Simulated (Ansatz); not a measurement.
**Pressure series in TiPt3**

Start from TiPt3 in the Cu3Au type structure (space group Pm-3m, No. 221; a = 3.899 Å).

Cell and atoms are relaxed at each pressure.

Computed with PBEsol/PAW in Ansatz (a quantum-chemistry and plane-wave program), no spin-orbit coupling.

```csv
pressure (GPa),volume per atom (Å³/atom)
-2,14.937
-1,14.879
0,14.822
0.9,14.773
2.1,14.709
4.5,14.584
9,14.366
22.5,?
30,13.545
```

### Question
Fit the third-order Birch–Murnaghan form P(V) = (3B₀/2)[(V₀/V)^(7/3) − (V₀/V)^(5/3)]·[1 + (3/4)(B₀′ − 4)((V₀/V)^(2/3) − 1)] (squares taken in P) to the rows shown and predict the withheld row.

### Answer
Least squares on the printed values gives V₀ = 14.823 Å³/atom, B₀ = 266 GPa, B₀′ = 4.9; this predicts 13.808 Å³/atom, and the run gives 13.808 Å³/atom, in agreement.

Load acts through the strain it causes; cell and atoms are relaxed under it. No phonon test of stability was made. No other phases were tried under pressure. All final runs are without spin polarisation.
